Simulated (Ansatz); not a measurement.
System: C11b MoSi2. Method: r²SCAN+rVV10 (PAW; Ansatz, a first-principles code).

The run printed, among other lines:

```
Relaxation: its limit of steps is 80 (relax.max_steps)
Crystal: 3 atoms, lattice volume = 38.300 Å³
Basis set: ecut = 560 eV, 1147 PW (Γ), exchange–correlation on 108×108×108 points (27 copies of the dense FFT grid, shifted against one another)
Bands: 15, of which v1, the nominal top of the filled ones, is band 11 counted from 1 (10 counted from 0)
Symmetry: 16 space group operations
Space group: I4/mmm (ITA 139), of the structure as read, at distance tolerance 3.4e-5 Å
k-points: 1063 of 13824
Functional: x = r2scan, c = r2scan + rvv10(b = 11.95, C = 0.0093); τ floored in thin density (d = 2e-4 eV/Å³)
SCF iter   1: F=—  HF=-6244.758673 eV  |F-HF|=—  |Δ(HF+E_count)|=         —  Δρ=8.46e-3  dr2=2.06e-2  dr2_τ=4.06e-2
SCF iter   2: F=—  HF=-6244.797793 eV  |F-HF|=—  |Δ(HF+E_count)|=   3.91e-2  Δρ=5.31e-3  dr2=8.09e-3  dr2_τ=1.79e-4
  ...
SCF 1 converged in 7 iterations: F = -6244.796831 eV  dr2 = 1.27e-8
Crystal: 3 atoms, lattice volume = 38.300 Å³
Initial density: handed on by an earlier stage of this run
SCF 2 converged in 4 iterations: F = -6244.797720 eV  dr2 = 1.08e-7
Crystal: 3 atoms, lattice volume = 38.300 Å³
SCF 3 converged in 3 iterations: F = -6244.797788 eV  dr2 = 2.40e-7
Crystal: 3 atoms, lattice volume = 38.300 Å³
SCF 4 converged in 4 iterations: F = -6244.797798 eV  dr2 = 2.13e-9
Crystal: 3 atoms, lattice volume = 38.300 Å³
SCF iter   4: F=—  HF=-6244.797797 eV  |F-HF|=—  |Δ(HF+E_count)|=  9.37e-11  Δρ=2.23e-7  dr2=1.48e-11  dr2_τ=5.88e-12
SCF iter   5: F=-6244.797797 eV  HF=-6244.797797 eV  |F-HF|=1.82e-12  |Δ(HF+E_count)|=  2.27e-11  Δρ=6.46e-8  dr2=1.20e-12  dr2_τ=2.54e-13
SCF 5 converged in 5 iterations: F = -6244.797797 eV  dr2 = 1.20e-12
SCF converged after 5 iterations
Free energy (F): -6244.797797 eV
Internal energy: -6244.796071 eV  (E = F + TS)
E sigma→0 (E₀):  -6244.796934 eV
Fermi energy:    16.901116 eV
--- Forces (eV/Å), atoms counted from 1 ---
  atom   1  Si    -0.00000000    -0.00000000    -0.00012017
  atom   2  Si     0.00000000    -0.00000000     0.00012017
  atom   3  Mo     0.00000000     0.00000000     0.00000000
--- Stress (GPa, compression-positive) ---
        9.857802       0.000000      -0.000000
        0.000000       9.857802       0.000000
        0.000000       0.000000       9.867869
  P = ⅓ Tr σ = 9.8612 GPa (98.612 kbar)
```

Problem. Write an input file that could have produced this run (the log leaves some choices open).

Solution. This is not unique; one that fits is 
Ansatz 0.2 input:
```yaml
crystal:
  lattice:
    - [-1.5765392068, 1.5765392068, 3.8524294327]
    - [1.5765392068, -1.5765392068, 3.8524294327]
    - [1.5765392068, 1.5765392068, -3.8524294327]
  atoms:
    - { symbol: Si, position: [0.6647595206, 0.6647595206, 0.0] }
    - { symbol: Si, position: [0.3352404794, 0.3352404794, 0.0] }
    - { symbol: Mo, position: [0.0, 0.0, 0.0] }
basis:
  ecutwfc: 560
  ecutrho_ratio: 4
  xc_grid: 3
kpoints:
  mp_grid: { grid: [24, 24, 24] }
hamiltonian:
  xc: r2scan
  dispersion: rvv10
  pseudopotentials: { kind: paw }
scf:
  occupations: { method: fermi_dirac, width: 0.05 }
output:
  forces: true
  stress: true
  eigenvalues: true
relax:
  f_tol: 0.004
  escape_saddle: false
  max_steps: 80
  cell: { stress_tol: 0.02, fix: [volume] }
```

The cell is one volume of an energy–volume scan, off the minimum.

The PAW data were made under PBE.

It cost around 4 core-minutes (rough) of CPU time.
